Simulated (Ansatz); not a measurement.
Worked example: self-consistent single point of BeSe (Pm-3m, 2 atoms in the cell) in Ansatz (a quantum-chemistry and plane-wave program).

Computed with LDA (PW92), default PAW files made with PBE (plane waves; Ansatz).

The change in words: lattice scaled by 1.03. Reference geometry:
```
BeSe
1.0
    2.82430     0.00000     0.00000
    0.00000     2.82430     0.00000
    0.00000     0.00000     2.82430
Be Se
1 1
Direct
  0.00000   0.00000   0.00000
  0.50000   0.50000   0.50000
```

Reference input (self-consistent single point, DFT, LDA (PW92), plane waves, default PAW files made with PBE): basis.ecutwfc = 420 eV; kpoints.mp_grid.grid = 12 12 12; hamiltonian.xc = lda; hamiltonian.pseudopotentials = {kind: paw} (the program's default PAW files); scf.occupations.method = cold; scf.occupations.width = 0.136 eV. This run's input differs from it in these lines:

```diff
@@ -3,5 +3,5 @@
   lattice:
-    - [2.824298, 0.000000, 0.000000]
-    - [0.000000, 2.824298, 0.000000]
-    - [0.000000, 0.000000, 2.824298]
+    - [2.909027, 0.000000, 0.000000]
+    - [0.000000, 2.909027, 0.000000]
+    - [0.000000, 0.000000, 2.909027]
   atoms:
```

The program printed (abridged):

```
SCF iter   1: F=—  HF=-5470.384399 eV  |F-HF|=—  |Δ(HF+E_count)|=         —  Δρ=5.68e-3  dr2=9.95e-3  ethr=1.77e-3  ⟨swp⟩=5.8  Hψ=6243  notcnv=0
all-band conjugate gradients solve this SCF's bands
preconditioner: auto → none
SCF iter   2: F=—  HF=-5470.381692 eV  |F-HF|=—  |Δ(HF+E_count)|=   2.71e-3  S|Δr|=    0.00e0  Δρ=3.60e-3  dr2=3.69e-3  ethr=5.53e-5  ⟨swp⟩=1.0  Hψ=1764  notcnv=0
SCF iter   3: F=—  HF=-5470.380400 eV  |F-HF|=—  |Δ(HF+E_count)|=   1.29e-3  S|Δr|=    0.00e0  Δρ=4.19e-4  dr2=1.51e-5  ethr=2.05e-5  ⟨swp⟩=2.1  Hψ=1278  notcnv=0
SCF iter   4: F=—  HF=-5470.380358 eV  |F-HF|=—  |Δ(HF+E_count)|=   4.15e-5  S|Δr|=    0.00e0  Δρ=9.12e-5  dr2=2.15e-6  ethr=8.39e-8  ⟨swp⟩=2.0  Hψ=1846  notcnv=0
SCF iter   5: F=-5470.380358 eV  HF=-5470.380358 eV  |F-HF|=3.58e-8  |Δ(HF+E_count)|=   6.95e-7  S|Δr|=    0.00e0  Δρ=2.00e-5  dr2=5.31e-8  ethr=5.56e-10  ⟨swp⟩=3.5  Hψ=4264  notcnv=0
SCF 1 converged in 5 iterations: F = -5470.380358 eV  dr2 = 5.31e-8
Stability not checked (fill_not_monotonic)
Free energy (F): -5470.380358 eV
Internal energy: -5470.379538 eV  (E = F + TS)
E sigma→0 (E₀):  -5470.380084 eV
Entropy (-TS):   -0.000820 eV (-0.410 meV/atom)
Fermi energy:    13.088336 eV
--- Forces (eV/Å), atoms counted from 1 ---
  atom   1  Be    -0.00000000     0.00000000    -0.00000000
  atom   2  Se     0.00000000     0.00000000     0.00000000
--- Stress (GPa, compression-positive) ---
       15.048152       0.000000       0.000000
        0.000000      15.048152       0.000000
        0.000000       0.000000      15.048152
  P = ⅓ Tr σ = 15.0482 GPa (150.482 kbar)
  The stress holds the Pulay correction. Without it, at fixed plane waves, as pw.x and ABINIT print it: P = 15.0120 GPa
```

The run converged in 5 iterations. Against the reference run the free energy drops by 145 meV/atom and the pressure goes from 30.37 to 15.05 GPa.

The starting cell was generated: these elements placed on a structure prototype, without a prior relaxation; it need not be a known phase or ordering of this composition. For this run, on top of that: lattice scaled by 1.03. Ansatz's pressure includes its estimate of the finite-basis (Pulay) stress. The run gives no clean gap (levels at the Fermi energy touch, overlap or are partly filled at this smearing), which alone does not show that the compound is a metal.

Keys are those of Ansatz 0.2.
